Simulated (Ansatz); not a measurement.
Hf on a cation site across 3 hosts. Calculation: PBE, PAW (plane waves to 420 eV; Ansatz, a first-principles code). Charged cells are image-corrected; levels hold to tenths of an eV, spin–orbit coupling is left out, only levels at least 0.1 eV inside the gap count (those within 0.2 eV of an edge may still be shallow), and each defect is the lowest state found from one start.

```json
[
 {"host": "metastable zinc-blende AlN", "site at the start": "the Al site", "sites, k-points": "64, 2×2×2 shifted", "gap (eV)": "3.31", "localised charge states": "+1", "levels above the VBM (eV)": "none; +1 throughout"},
 {"host": "beta Si3N4", "site at the start": "the Si(1,4-fold) site", "sites, k-points": "84, 2×2×2 shifted", "gap (eV)": "4.25", "localised charge states": "0, −1", "levels above the VBM (eV)": "(0/−1) 3.86"},
 {"host": "alpha quartz", "site at the start": "the Si site", "sites, k-points": "72, 2×2×2 Γ-centred", "gap (eV)": "5.68", "localised charge states": "0", "levels above the VBM (eV)": "none; 0 throughout"}
]
```

The lowest level as a share of the gap: beta Si3N4: 3.86 / 4.25 = 0.91. No level in metastable zinc-blende AlN, alpha quartz.
